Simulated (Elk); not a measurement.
Worked example: self-consistent single point of Pb (Fm-3m, 1 atom in the cell) in Elk.

Computed with PBE, all-electron FP-LAPW, Elk's shipped species files, APW+lo basis with extra local orbitals in Elk.

```yaml
crystal:
  lattice:
    - [0.00000, 2.51322, 2.51322]
    - [2.51322, 0.00000, 2.51322]
    - [2.51322, 2.51322, 0.00000]
  atoms:
    - { symbol: Pb, position: [0.00000, 0.00000, 0.00000] }
```

Reference input (self-consistent single point, DFT, PBE, all-electron FP-LAPW, Elk's shipped species files, APW+lo basis with extra local orbitals): xctype = 20; rgkmax = 8; stype = 0; swidth = 0.00499791 Ha; ngridk = 13 13 13; gmaxvr = 16 1/bohr; nxlo = 2; lorbcnd = true; lmaxi = 2. This run's input differs from it in these lines:

```diff
@@ -25,3 +25,3 @@
 swidth
-  0.00499791
+  0.00367493
 
@@ -45,3 +45,3 @@
 ngridk
-  13 13 13
+  15 15 15
```

The program printed (abridged):

```
│ Self-consistent loop started │
│ Loop number : 1 │
 total energy                :     -20935.3549870
│ Loop number : 2 │
 total energy                :     -20935.3477687
RMS change in Kohn-Sham potential (target) :   0.1644635555     (  0.1000000000E-05)
Absolute change in total energy (target)   :   0.7218302489E-02 (  0.1000000000E-03)
│ Loop number : 3 │
 total energy                :     -20934.6321114
RMS change in Kohn-Sham potential (target) :   0.1449710386     (  0.1000000000E-05)
Absolute change in total energy (target)   :   0.7174618852     (  0.1000000000E-03)
│ Loop number : 4 │
   [... lines left out ...]
Absolute change in total energy (target)   :   0.1277774616E-02 (  0.1000000000E-03)
│ Loop number : 13 │
 total energy                :     -20928.8022327
RMS change in Kohn-Sham potential (target) :   0.7023490103E-07 (  0.1000000000E-05)
Absolute change in total energy (target)   :   0.3233881762E-03 (  0.1000000000E-03)
│ Loop number : 14 │
 total energy                :     -20928.8022294
RMS change in Kohn-Sham potential (target) :   0.2121101762E-07 (  0.1000000000E-05)
Absolute change in total energy (target)   :   0.8418697689E-04 (  0.1000000000E-03)
Convergence targets achieved

│ Loop number : 15 │

Energies :
 Fermi                       :     0.221780646720
 total energy                :     -20928.8022324

Density of states at Fermi energy :    16.15497953
 (states/Hartree/unit cell)

Estimated indirect band gap :   0.3534982157E-02
 from k-point     56 to k-point     52
Estimated direct band gap   :   0.4003542057E-01
 at k-point    119

Charges :
 core                        :    68.00000000
 valence                     :    14.00000000
 interstitial                :    1.707820565
 muffin-tins (core leakage)
  species :    1 (Pb)
   atom    1                 :    80.29217944     (  0.1189490083E-02)
 total in muffin-tins        :    80.29217944
 total calculated charge     :    81.99918007
 total charge                :    82.00000000
 error                       :   0.8199250214E-03

│ Self-consistent loop stopped │
```

The run converged in 15 iterations. The count includes the last loop, which Elk runs after its targets are met. Against the reference run the total energy falls by 5.5 meV/atom.

The starting cell comes from a database of computed structures (which also holds hypothetical and non-ambient phases and stackings), without a prior relaxation at this level. Its lattice was rescaled by a random factor within 2.5 % of one. Spin-orbit coupling is off. Values depend on the basis (sphere radii, cutoffs, local orbitals), which need not be converged. The log's line on a gap gives a spacing of levels on this mesh, which the program prints for metals too.
